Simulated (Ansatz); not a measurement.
## Relaxation of cell and atoms of C (P6_3/mmc, 4 atoms in the cell) at several settings

```
C
1.0
    2.42066     0.00000     0.00000
   -1.21033     2.09635     0.00000
    0.00000     0.00000     7.65559
C
4
Direct
  0.00000   0.00000   0.25000
  0.00000   0.00000   0.75000
  0.33333   0.66667   0.25000
  0.66667   0.33333   0.75000
```

Base: Ansatz (an electronic-structure program) with PBE, PAW files. Its settings: basis.ecutwfc = 420 eV; kpoints.mp_grid.grid = 15 15 5; hamiltonian.xc = pbe; hamiltonian.pseudopotentials = {kind: paw} (an earlier, softer set of the program's PAW files); scf.occupations.method = cold; scf.occupations.width = 0.1 eV. Starting volume 9.71 Å³ per atom.

Each line gives the change from the base single point and the result:

- relax: default → cell and atoms; relax.cell.p_target: default → 10 GPa: pressure 10.00 GPa; final cell a = b = 2.447 Å, c = 6.094 Å, α = β = 90.00°, γ = 120.00°; final volume per atom 7.90 Å³; relaxation steps 9; free energy against the base single point 23.2 meV/atom.
- hamiltonian.dispersion: default → d3bj; relax: default → cell and atoms [DFT, PBE-D3BJ, plane waves, PAW files]: pressure -0.02 GPa; final cell a = 2.465 Å, b = 2.465 Å, c = 6.735 Å, α = 90.00°, β = 90.00°, γ = 120.00°; final volume per atom 8.86 Å³; relaxation steps 8.
- relax: default → cell and atoms: pressure 0.01 GPa; final cell a = 2.4665 Å, b = 2.4665 Å, c = 8.4585 Å, α = 90.00°, β = 90.00°, γ = 120.00°; final volume per atom 11.14 Å³; relaxation steps 17; free energy against the base single point -26.2 meV/atom.

The starting cell comes from a database of computed structures (which also holds hypothetical and non-ambient phases and stackings), without a prior relaxation at this level. Its lattice was rescaled by a random factor within 2.5 % of one. Ansatz's pressure includes its estimate of the finite-basis (Pulay) stress.

Keys are those of Ansatz 0.2.
